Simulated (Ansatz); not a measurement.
## Quick settings and what they miss: Ge2Sb2Te5 (P-3m1, 9 atoms in the cell)

Self-consistent single point.

```
Ge2Sb2Te5
1.0
    4.31985     0.00000     0.00000
   -2.15992     3.74110     0.00000
    0.00000     0.00000    18.23130
Ge Sb Te
2 2 5
Direct
  0.00000   0.00000   0.33225
  0.00000   0.00000   0.66775
  0.33333   0.66667   0.11266
  0.66667   0.33333   0.88734
  0.00000   0.00000   0.00000
  0.33333   0.66667   0.79011
  0.66667   0.33333   0.20989
  0.33333   0.66667   0.41104
  0.66667   0.33333   0.58896
```

Method: PBE, PAW files (plane waves; Ansatz, a quantum-chemistry and plane-wave program).

Base settings: basis.ecutwfc = 420 eV; kpoints.mp_grid.grid = 6 6 2; hamiltonian.xc = pbe; hamiltonian.pseudopotentials = {kind: paw} (the program's default PAW files); scf.occupations.method = cold; scf.occupations.width = 0.272 eV.

Tight run (finer mesh or higher cutoff; not a proven limit): basis.ecutwfc: 420 eV → 590 eV; kpoints.mp_grid.grid: 6 6 2 → 9 9 3; scf.convergence.dr2_threshold: default (1e-07 eV) → 1e-09 eV. It gave pressure -1.65 GPa; largest force (vector length) 0.244 eV/Å.

Quick runs, as changes from the base:
- A: the base itself
- B: basis.ecutwfc: 420 eV → 210 eV; kpoints.mp_grid.grid: 6 6 2 → 4 4 4

Energies are extrapolated to zero smearing width, which holds to low order in the width alone.

The count of work is k-points × plane waves × bands × iterations; it is no time. 

Pressures in the table are Ansatz's without its Pulay estimate, at a fixed set of plane waves; the tight run's value above holds the estimate.

The starting cell comes from a database of computed structures (which also holds hypothetical and non-ambient phases and stackings), without a prior relaxation at this level. Its lattice was rescaled by a random factor within 2.5 % of one. A gap is left out here, as mesh or smearing make it unsure.

```tsv
run	energy less tight (meV/atom)	pressure less tight (GPa)	largest miss in a force vector (eV/Å)	count of work / tight
A	-1.3	-0.05	0.036	0.23
B	3518.5	-101.79	0.443	0.069
```

Among the runs at the tight run's level, the energy misses run from 1.3 to 3518.5 meV/atom.

Left out of this page: 3 runs of the series unsound by tests on forces, stress, charge or solver warnings; 1 run of the series outside the window shown, repeating another row's setting, or not comparable.

Keys are those of Ansatz 0.2.
